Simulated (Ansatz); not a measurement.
# Response to strain in Ga2O3

Start from Ga$_{2}$O$_{3}$ in the corundum structure (space group R-3c, No. 167).

```xyz
10
Lattice="2.5288 1.4600 4.5410 -2.5288 1.4600 4.5410 0.0000 -2.9201 4.5410" Properties=species:S:1:pos:R:3 pbc="T T T"
Ga     0.0000     0.0000     8.7753
Ga     0.0000     0.0000     1.9638
Ga     0.0000     0.0000     4.8477
Ga     0.0000     0.0000    11.6592
O      0.7666     1.5923     5.6763
O     -1.7623    -0.1323     5.6763
O     -0.7666    -1.5923     7.9468
O     -0.9957     1.4600     7.9468
O      1.7623     0.1323     7.9468
O      0.9957    -1.4600     5.6763
```

Strains are applied to the cell and any free atomic positions relax.

Computed with PBE, PAW, 420 eV (Ansatz, an electronic-structure program; without spin-orbit coupling).

Notes on the quantities. energy relative to the base: free energy F.

```json
[
 {"isotropic strain (%)": "0", "energy relative to the base (meV/atom)": "0.0"},
 {"isotropic strain (%)": "0.75", "energy relative to the base (meV/atom)": "?"},
 {"isotropic strain (%)": "1.5", "energy relative to the base (meV/atom)": "12.0"},
 {"isotropic strain (%)": "2.25", "energy relative to the base (meV/atom)": "26.4"},
 {"isotropic strain (%)": "3", "energy relative to the base (meV/atom)": "45.8"}
]
```

Q: Fit ΔE = Aε² + Bε³ (ε in %) to the rows shown and predict the withheld row.

A: Least squares on the printed values gives A = 5.59 and B = -0.17 meV/atom (largest residual 0.0 meV/atom); this predicts 3.1 meV/atom, and the run gives 3.1 meV/atom, in agreement.

Stability against distortions was not tested.
